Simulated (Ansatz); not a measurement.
The starting structures come from a database of crystals and need not be the phases stable at ambient conditions.

 Where the default PAW files enter, the runs use the earlier of Ansatz's two default sets.

The decay constant κ of evanescent states in the gap governs leakage through a thin film.

Input:

```
O2Si
1.0
    5.06052     0.00000     0.00000
    0.00000     5.54135     0.00000
    2.53026     0.00000     4.25106
Si O
3 6
Direct
  0.50000   0.66667   0.00000
  0.00000   0.00000   0.50000
  0.50000   0.33333   0.50000
  0.20861   0.16667   0.58279
  0.41721   0.50000   0.79139
  0.20861   0.83333   0.20861
  0.79139   0.16667   0.41721
  0.58279   0.50000   0.20861
  0.79139   0.83333   0.79139
```

Space group of this cell: C222. The cell is strained (lengths along the current scaled by 0.97, ions clamped); by r2SCAN its mean pressure is 6.3 GPa.

Transport runs along the normal of the first two printed cell vectors.

The gap is the functional's own. No spin-orbit coupling. Mid-gap values are interpolated on the energy grid.

### Question
State the band gap and the smallest decay constant κ at mid-gap according to r2SCAN (Ansatz, an electronic-structure program).

### Answer
Gap 6.40 eV on a 8×6×8 mesh; κ = 0.537 1/Å, at the zone centre.
